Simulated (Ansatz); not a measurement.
For LiF (model structure, F-43m, No. 216, 2 atoms in the cell), PBEsol (PAW; Ansatz, a program for electronic structure) gives:

```
Quantity                              Result
------------------------------  ------------
equilibrium lattice constant a       4.310 Å
bulk modulus                        54.4 GPa
cohesive energy                 4.45 eV/atom
band gap                             7.68 eV
```

Problem. What does r²SCAN (Ansatz, plane waves, PAW) give for the same quantities?

Solution. 
- lattice constant a: 4.289 Å (decreases by 0.5 %)
- bulk modulus: 58.6 GPa (increases by 7.7 %)
- cohesive energy: 4.36 eV/atom (drops by 0.09 eV/atom)
- band gap: 8.67 eV (rises by 0.99 eV)

Changes are worked out from the printed values.

Unless a cell is named, each level is at its own relaxed cell (PBEsol 10.01, r²SCAN 9.86 Å³/atom).

Density-functional gaps are differences of (generalised) Kohn–Sham levels.

Caveats: the bulk modulus is −V dP/dV from two relaxed cells at ±2 % in volume (PBEsol, r²SCAN). Ansatz's density-functional and Hartree–Fock values are scalar-relativistic unless marked +SOC, with PAW data made under PBE.

A model structure was made by putting elements into a prototype or built by hand; it is no filed structure, need not be a known phase, and can be a saddle point held by its symmetry.
